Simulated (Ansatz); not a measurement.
# Defect calculation: Ge on the Si site + C vacancy in 4H silicon carbide

These are PBE, PAW (plane waves to 420 eV; Ansatz, an electronic-structure program) values and carry that method's errors. Cell: 96 sites, 3×2×1 repeats of a cell of 16 atoms; final energies on a 2×2×2 shifted mesh. Sites at the start: the Si(k) site; C(k) 1.90 Å away, along c. Charged cells carry a point-charge image correction with potential alignment at far atoms. Dielectric constants: PBE linear response of the host. Host gap at this level: 2.23 eV. These values are not converged in cell size to better than tenths of an eV. Levels are measured in PBE's own, too narrow, gap. Spin–orbit coupling is left out. Each state is the lowest found from its start.

The name describes the start; the neighbours show where the atoms ended.

Charges with a result: +2, +1, 0, −1. Others weren't obtained, and one of them could lie lower, also by skipping a charge.

```tsv
charge	moment (μB)	largest move off a lattice site (Å)	neighbours of the last Ge atom of the defect at the end (Å)	image correction with alignment (eV)
+2	not spin-polarised	0.15	C 1.95, C 1.95, C 1.95	0.62
+1	1.0	0.14	C 1.97, C 1.97, C 2.01	0.14
0†	not spin-polarised	0.27	C 1.98, C 1.98, C 2.08, Si 2.72, Si 2.97, Si 2.97	0.00
−1	1.0	0.26	C 2.01, C 2.01, C 2.08	0.19
```

† Not settled in this cell, so no level is given: charge 0: no spin-polarised start tried.

Transition levels above the valence-band maximum: ε(+2/+1) = 0.99 eV. With a charge missing or unsettled, these needn't be thermodynamic levels.

Flagged in the runs: a host whose relaxation on this sampling wasn't shown to rest, a strain field that reaches the edge of the cell.

All states together cost around 100 core-minutes (rough).
